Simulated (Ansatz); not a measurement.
Converging the plane-wave cutoff: BaTiO3 (P4mm, 5 atoms in the cell)

```
BaTiO3
1.0
    3.97005     0.00000     0.00000
    0.00000     3.97005     0.00000
    0.00000     0.00000     4.01980
Ba Ti O
1 1 3
Direct
  0.00000   0.00000   0.01244
  0.50000   0.50000   0.51300
  0.50000   0.50000   0.97700
  0.00000   0.50000   0.48700
  0.50000   0.00000   0.48700
```

Level of theory: PBE (plane waves, PAW; Ansatz, an electronic-structure program).

Base settings: basis.ecutwfc = 420 eV; kpoints.mp_grid.grid = 6 6 6; hamiltonian.xc = pbe; hamiltonian.pseudopotentials = {kind: paw} (the program's default PAW files); scf.occupations.method = fermi_dirac; scf.occupations.width = 0.02 eV.

The second cell is the first with its lattice scaled by 0.98.

The mesh stays at the base's, so the ladder's end is converged at best in this setting alone.

The first pressure column holds Ansatz's estimate of the finite-basis (Pulay) stress, which hides part of the cutoff error; the other is without it.

Only quantities that move along the ladder and can be compared are tabulated.

The count of work is k-points × plane waves × bands × iterations; it is no time. 

The starting cell has typed, rounded lattice constants, without a prior relaxation at this level. Its lattice was rescaled by up to half a per cent. One atom was moved a little off its site on purpose. In the base run, with a pressure of about 6 GPa the cell is away from its equilibrium volume at this level.

| basis.ecutwfc | free energy less the last step's (meV/atom) | energy of the compressed cell less the first (meV/atom) | pressure (GPa) | pressure without the Pulay estimate (GPa) | largest difference of a force vector from the last step's (eV/Å) | count of work / last |
|---|---|---|---|---|---|---|
| 145 eV | 18881.53 | 192.35 | 35.80 | -496.82 | 0.655 | 0.090 |
| 170 eV | 10366.91 | 206.55 | 31.49 | -338.97 | 3.320 | 0.092 |
| 190 eV | 6250.53 | 121.26 | 16.93 | -240.81 | 2.292 | 0.11 |
| 210 eV | 3718.77 | 61.75 | 7.06 | -165.33 | 1.209 | 0.13 |
| 230 eV | 2182.68 | 49.96 | 2.90 | -109.65 | 0.334 | 0.12 |
| 250 eV | 1277.72 | 38.64 | 1.36 | -71.06 | 0.274 | 0.13 |
| 295 eV | 367.91 | 46.01 | 4.30 | -22.73 | 0.275 | 0.16 |
| 335 eV | 101.20 | 55.51 | 5.83 | -4.04 | 0.042 | 0.19 |
| 380 eV | 19.87 | 54.54 | 5.65 | 3.26 | 0.001 | 0.22 |
| 420 eV | 4.50 | 54.41 | 5.64 | 5.08 | 0.002 | 0.27 |
| 460 eV | 1.57 | 54.46 | 5.64 | 5.55 | 0.002 | 0.30 |
| 505 eV | 1.14 | 54.45 | 5.64 | 5.63 | 0.002 | 0.35 |
| 565 eV | 0.88 | 54.42 | 5.64 | 5.61 | 0.001 | 0.42 |
| 630 eV | 0.59 | 54.42 | 5.64 | 5.62 | 0.001 | 0.50 |
| 735 eV | 0.46 | 54.41 | 5.64 | 5.63 | 0.000 | 0.63 |
| 840 eV | 0.29 | 54.41 | 5.64 | 5.62 | 0.000 | 0.75 |
| 1010 eV | 0.00 | 54.40 | 5.63 | 5.63 | 0.000 | 1.0 |

Coarsest basis.ecutwfc that holds the energy of the compressed cell less the first within 0.5 meV/atom of the last step, with all finer ones: 380 eV, at 0.22 of the last step's count of work; the step before is off by 1.1 meV/atom.

Coarsest basis.ecutwfc that holds the pressure without the Pulay estimate within 0.5 GPa of the last step, with all finer ones: 460 eV, at 0.30 of the last step's count of work; the step before is off by 0.55 GPa.

Coarsest basis.ecutwfc that holds the forces within 0.02 eV/Å of the last step, with all finer ones: 380 eV, at 0.22 of the last step's count of work; the step before is off by 0.042 eV/Å.

The energy difference between the two cells stays within 1 meV/atom of the last step's from 380 eV on, the total only from 565 eV on: much of the error is common to both cells and cancels.

At the lowest cutoff the pressure without the Pulay estimate lies 502 GPa under the last step's, the usual sign of Pulay stress in an incomplete plane-wave basis.

Keys are those of Ansatz 0.2.
